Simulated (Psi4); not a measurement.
Psi4 1.11, HF/def2-svp, scf_type pk: Si(H)2(Cl)(OEt) (CCO[SiH2]Cl), 12 atoms. The geometry is a generated start, not checked to be a minimum at this level.

| Item | Value |
|---|---|
| task | energy |
| method | scf |
| basis | def2-svp |
| memory | 7 GB |
| e_convergence | 1e-08 |
| d_convergence | 1e-07 |
| guess | auto, which took SAD (default) |
| diis_max_vecs | 10 (default) |
| scf_initial_accelerator | adiis (default) |
| basis functions | 113 |

```xyz
12

Si     2.0505     0.2661    -0.2633
Cl     2.7434    -0.4095     1.5084
O      0.4471     0.4038    -0.2403
C     -0.5913    -0.5087     0.0164
C     -1.9035     0.2503     0.1263
H      2.5269    -0.6797    -1.2676
H      2.4100     1.6522    -0.4750
H     -0.6367    -1.2386    -0.8020
H     -0.3817    -1.0513     0.9466
H     -1.8658     0.9450     0.9612
H     -2.0750     0.8154    -0.7862
H     -2.7240    -0.4449     0.2756
```

The reference run uses exact four-centre integrals (scf_type = pk). Each setting ran once; only counts and results are compared.

Measured:

```tsv
setting	energy against the reference
scf_type = cd, cholesky_tolerance = 1e-06	+0.0060 meV/atom
scf_type = cd, cholesky_tolerance = 1e-05	−0.060 meV/atom
scf_type = cd, cholesky_tolerance = 0.0001 (default)	−0.34 meV/atom
scf_type = cd, cholesky_tolerance = 0.001	+9.3 meV/atom
```

Question: Estimate the difference from the reference for scf_type = cd, cholesky_tolerance = 0.01.

Answer: energy against the reference: +210 meV/atom. Total energies are compared; such shifts often cancel in part in energy differences.
